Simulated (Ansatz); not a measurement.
CdSe: pressure series

Base system: CdSe in the wurtzite structure (space group P6_3mc, No. 186; a = 4.383 Å, c = 7.154 Å).

Cell and atoms are relaxed at each pressure.

Level of theory: PBE in Ansatz (plane waves to 420 eV, PAW, no SOC).

Candidates:
(a) pressure 22.5 GPa
(b) pressure 2.1 GPa
(c) pressure 0.9 GPa
(d) pressure −2 GPa
(e) pressure 15 GPa

For the base:

```
Item       Result
--------  -------
Band gap  0.54 eV
```

Q: Order them by band gap, lowest first.

A: (d) pressure −2 GPa (0.43 eV), (c) pressure 0.9 GPa (0.58 eV), (b) pressure 2.1 GPa (0.63 eV), (a) pressure 22.5 GPa (0.83 eV), (e) pressure 15 GPa (0.94 eV)

Load acts through the strain it causes; cell and atoms are relaxed under it. Whether these cells are dynamically stable was not tested. Measured, CdSe leaves this structure (for rock salt) near 2.72 GPa (temperature not stated; as listed in Datta, Sujoy, Jana, Debnarayan, arXiv (2020)), on rising pressure, with hysteresis.

Ansatz is an electronic-structure program.
